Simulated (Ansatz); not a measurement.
Mg2SnO4 (Pbam, No. 55, 14 atoms in the cell; start mp-755856)

Method: PBEsol+SOC (plane waves, PAW; Ansatz, a first-principles code).

Settings: plane-wave cutoff 520 eV, 6×4×10 k mesh (along the axes of the cell as run), Fermi–Dirac smearing 0.01 eV, PAW data made under PBE.

Cell (relaxed with PBEsol):

```
Mg2SnO4
1.0
    5.17121     0.00000     0.00000
    0.00000     9.82143     0.00000
    0.00000     0.00000     3.07590
Mg Sn O
4 2 8
Cartesian
  0.10890   2.83236   1.53795
  5.06230   6.98906   1.53795
  2.69451   2.07835   1.53795
  2.47670   7.74308   1.53795
  0.00000   0.00000   0.00000
  2.58560   4.91071   0.00000
  1.12252   8.08270   0.00000
  4.04869   1.73873   0.00000
  3.70812   6.64944   0.00000
  1.46309   3.17199   0.00000
  1.09250   0.86498   1.53795
  4.07870   8.95645   1.53795
  3.67811   4.04573   1.53795
  1.49310   5.77570   1.53795
```

- band gap = 2.92 eV (on the SCF k mesh)

A start named mp-… is a Materials Project structure, which need not be a measured phase.
